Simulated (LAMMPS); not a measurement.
MD from the melt across the composition of Cu (fcc) with a share x of Cu sites Pd; each row has its own temperature.

Method: classical MD, pair style eam, the elements' _u3.eam files (universal-3 set of Foiles, Baskes and Daw), run in LAMMPS.

```tsv
x	volume	state	enthalpy	self-diffusion coefficient of Cu (not corrected for cell size)	T (K)
0.25	14.912 ± 0.003 Å³/atom	liquid	-2.9802 ± 0.0006 eV/atom	(8.7 ± 0.2) × 10^-5 cm²/s	2070
0.5	15.648 ± 0.003 Å³/atom	liquid	-3.0574 ± 0.0006 eV/atom	(9.9 ± 0.1) × 10^-5 cm²/s	2230
0.75	16.415 ± 0.005 Å³/atom	liquid	-3.0710 ± 0.0010 eV/atom	(1.06 ± 0.03) × 10^-4 cm²/s	2390
```

Caution: a run this short can hold a crystal over, or a liquid under, the potential's own melting point, which these runs don't give.

States go by the mean squared displacement: a species diffuses where it passes 1.5 Å², still rises and gives D over 1e-6 cm²/s; a crystal has left its structure where atoms lie 0.35 Å off their sites on average or a cubic box changes its shape by 3 %, or the axial ratios of another lie 8 % off the starting cell's, which the potential's own relaxation can also do.

Errors of D are the spread over four groups of atoms in one short run; a floor of about 5 %, a picked value, is safer.

Uncertainties are statistical and leave out the potential's own error.
